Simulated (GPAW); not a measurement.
GPAW 25.7.0, DFT, PBE, plane waves, PAW datasets of gpaw-data 1.0.1: fcc Cu, atoms displaced, 4 atoms. Basis and mesh were picked for this test and aren't claimed converged.

```json
{
 "cell": "3.62, 3.62, 3.62 Å; 90, 90, 90°",
 "distance_to_the_nearest_atom": "2.51 to 2.53 Å",
 "task": "scf",
 "mode.name": "pw",
 "mode.ecut": "500 eV",
 "xc": "PBE",
 "k mesh": "6×6×6",
 "kpts.gamma": "true",
 "occupations.name": "fermi-dirac",
 "occupations.width": "0.1 eV",
 "convergence.density (electrons an electron)": "1e-05",
 "maxiter": "150",
 "parallel.sl_auto": "false",
 "parallel.augment_grids": "true",
 "eigensolver.name": "dav (default)",
 "eigensolver.niter": "2 (default)",
 "mixer.backend": "pulay (default)",
 "mixer.method": "separate (default)",
 "mixer.beta": "0.05 (default)",
 "mixer.nmaxold": "5 (default)",
 "mixer.weight": "50 (default)",
 "convergence.eigenstates (eV² an electron)": "4e-08 (default)",
 "convergence.energy (eV an electron)": "0.0005 (default)",
 "k-points after symmetry": "112",
 "bands": "31",
 "electrons": "44",
 "plane_waves": "1222",
 "coarse_grid": "20*20*20",
 "symmetry_operations": "1"
}
```

It runs on a single node (AMD EPYC (Zen 5), 96 cores on 1 socket, no SMT, 12 L3 cache groups; 94 cores' worth of CPU time may be used).

Each time is the median wall time of two to five repeats, run one at a time on the otherwise empty machine; start-up is included. Unless noted, each process is bound to its own block of adjacent cores. The times hold for this build (conda-forge: Open MPI, OpenMP, OpenBLAS, FFTW, ScaLAPACK, ELPA). Scratch files lie in a memory file system.

First run (16 ranks, parallel.kpt = 16, parallel.band = 1, parallel.domain = 1):

```
Timing:                              incl.     excl.
-----------------------------------------------------------
Forces:                              0.027     0.027   0.7%
Hamiltonian:                         0.017     0.000   0.0%
 Atomic:                             0.012     0.012   0.3%
  XC Correction:                     0.000     0.000   0.0%
 Calculate atomic Hamiltonians:      0.002     0.002   0.1%
 Communicate:                        0.000     0.000   0.0%
 Initialize Hamiltonian:             0.000     0.000   0.0%
 Poisson:                            0.000     0.000   0.0%
 XC 3D grid:                         0.003     0.003   0.1%
LCAO initialization:                 0.652     0.007   0.2%
 LCAO eigensolver:                   0.258     0.000   0.0%
  Calculate projections:             0.000     0.000   0.0%
  DenseAtomicCorrection:             0.000     0.000   0.0%
  Distribute overlap matrix:         0.000     0.000   0.0%
  Orbital Layouts:                   0.001     0.001   0.0%
  Potential matrix:                  0.253     0.253   6.8%
  Sum over cells:                    0.003     0.003   0.1%
 LCAO to grid:                       0.320     0.320   8.6%
 Set positions (LCAO WFS):           0.067     0.014   0.4%
  Basic WFS set positions:           0.000     0.000   0.0%
  Basis functions set positions:     0.000     0.000   0.0%
  P tci:                             0.021     0.021   0.6%
  ST tci:                            0.026     0.026   0.7%
  mktci:                             0.006     0.006   0.2%
PWDescriptor:                        0.099     0.099   2.7%
SCF-cycle:                           2.298     0.059   1.6%
 Davidson:                           1.710     0.437  11.7%
  Apply H:                           0.171     0.160   4.3%
   HMM T:                            0.011     0.011   0.3%
  Subspace diag:                     0.295     0.006   0.2%
   calc_h_matrix:                    0.214     0.039   1.0%
    Apply H:                         0.176     0.161   4.3%
     HMM T:                          0.014     0.014   0.4%
   diagonalize:                      0.030     0.030   0.8%
   rotate_psi:                       0.044     0.044   1.2%
  calc. matrices:                    0.573     0.227   6.1%
   Apply H:                          0.345     0.321   8.6%
    HMM T:                           0.024     0.024   0.6%
  diagonalize:                       0.154     0.154   4.1%
  rotate_psi:                        0.080     0.080   2.2%
 Density:                            0.167     0.000   0.0%
  Atomic density matrices:           0.009     0.009   0.3%
  Mix:                               0.069     0.069   1.8%
  Multipole moments:                 0.001     0.001   0.0%
  Pseudo density:                    0.088     0.088   2.4%
   Symmetrize density:               0.000     0.000   0.0%
 Hamiltonian:                        0.355     0.003   0.1%
  Atomic:                            0.247     0.247   6.6%
   XC Correction:                    0.000     0.000   0.0%
  Calculate atomic Hamiltonians:     0.048     0.048   1.3%
  Communicate:                       0.001     0.001   0.0%
  Poisson:                           0.003     0.003   0.1%
  XC 3D grid:                        0.054     0.054   1.4%
 Orthonormalize:                     0.006     0.000   0.0%
  calc_s_matrix:                     0.001     0.001   0.0%
  inverse-cholesky:                  0.001     0.001   0.0%
  projections:                       0.003     0.003   0.1%
  rotate_psi_s:                      0.001     0.001   0.0%
Set symmetry:                        0.002     0.002   0.0%
Other:                               0.635     0.635  17.0%
-----------------------------------------------------------
Total:                                         3.728 100.0%
```

Second run:

```
Timing:                              incl.     excl.
-----------------------------------------------------------
Forces:                              0.096     0.096   0.5%
Hamiltonian:                         0.017     0.000   0.0%
 Atomic:                             0.012     0.012   0.1%
  XC Correction:                     0.000     0.000   0.0%
 Calculate atomic Hamiltonians:      0.002     0.002   0.0%
 Communicate:                        0.000     0.000   0.0%
 Initialize Hamiltonian:             0.000     0.000   0.0%
 Poisson:                            0.000     0.000   0.0%
 XC 3D grid:                         0.003     0.003   0.0%
LCAO initialization:                 4.684     0.008   0.0%
 LCAO eigensolver:                   0.417     0.002   0.0%
  Calculate projections:             0.002     0.002   0.0%
  DenseAtomicCorrection:             0.010     0.010   0.0%
  Distribute overlap matrix:         0.001     0.001   0.0%
  Orbital Layouts:                   0.048     0.048   0.2%
  Potential matrix:                  0.252     0.252   1.3%
  Sum over cells:                    0.102     0.102   0.5%
 LCAO to grid:                       3.714     3.714  19.0%
 Set positions (LCAO WFS):           0.545     0.076   0.4%
  Basic WFS set positions:           0.000     0.000   0.0%
  Basis functions set positions:     0.000     0.000   0.0%
  P tci:                             0.258     0.258   1.3%
  ST tci:                            0.207     0.207   1.1%
  mktci:                             0.004     0.004   0.0%
PWDescriptor:                        0.111     0.111   0.6%
SCF-cycle:                          13.918     0.209   1.1%
 Davidson:                          13.042     2.296  11.8%
  Apply H:                           0.428     0.392   2.0%
   HMM T:                            0.036     0.036   0.2%
  Subspace diag:                     1.718     0.086   0.4%
   calc_h_matrix:                    0.754     0.495   2.5%
    Apply H:                         0.259     0.224   1.1%
     HMM T:                          0.035     0.035   0.2%
   diagonalize:                      0.478     0.478   2.5%
   rotate_psi:                       0.400     0.400   2.0%
  calc. matrices:                    4.521     4.102  21.0%
   Apply H:                          0.419     0.387   2.0%
    HMM T:                           0.032     0.032   0.2%
  diagonalize:                       2.367     2.367  12.1%
  rotate_psi:                        1.711     1.711   8.8%
 Density:                            0.217     0.000   0.0%
  Atomic density matrices:           0.047     0.047   0.2%
  Mix:                               0.066     0.066   0.3%
  Multipole moments:                 0.001     0.001   0.0%
  Pseudo density:                    0.103     0.103   0.5%
   Symmetrize density:               0.000     0.000   0.0%
 Hamiltonian:                        0.360     0.003   0.0%
  Atomic:                            0.251     0.251   1.3%
   XC Correction:                    0.000     0.000   0.0%
  Calculate atomic Hamiltonians:     0.047     0.047   0.2%
  Communicate:                       0.001     0.001   0.0%
  Poisson:                           0.003     0.003   0.0%
  XC 3D grid:                        0.055     0.055   0.3%
 Orthonormalize:                     0.091     0.006   0.0%
  calc_s_matrix:                     0.034     0.034   0.2%
  inverse-cholesky:                  0.011     0.011   0.1%
  projections:                       0.019     0.019   0.1%
  rotate_psi_s:                      0.020     0.020   0.1%
Set symmetry:                        0.002     0.002   0.0%
Other:                               0.669     0.669   3.4%
-----------------------------------------------------------
Total:                                        19.496 100.0%
```

Task: Both blocks come from the same system on the same machine. Which change was made from the first run to the second?
A. parallel.kpt = 2, parallel.band = 4, parallel.domain = 2
B. parallel.kpt = 1, parallel.domain = 16
C. parallel.kpt = 8, parallel.band = 2
D. parallel.kpt = 1, parallel.band = 16

Result: D, parallel.kpt = 1, parallel.band = 16. The largest move is in the band solver (Davidson, Orthonormalize): 1.7 s to 13 s. The other changes gave 12 s (parallel.kpt = 1, parallel.domain = 16), 8.7 s (parallel.kpt = 2, parallel.band = 4, parallel.domain = 2), 5.7 s (parallel.kpt = 8, parallel.band = 2), against 21 s here and 4.9 s at first.
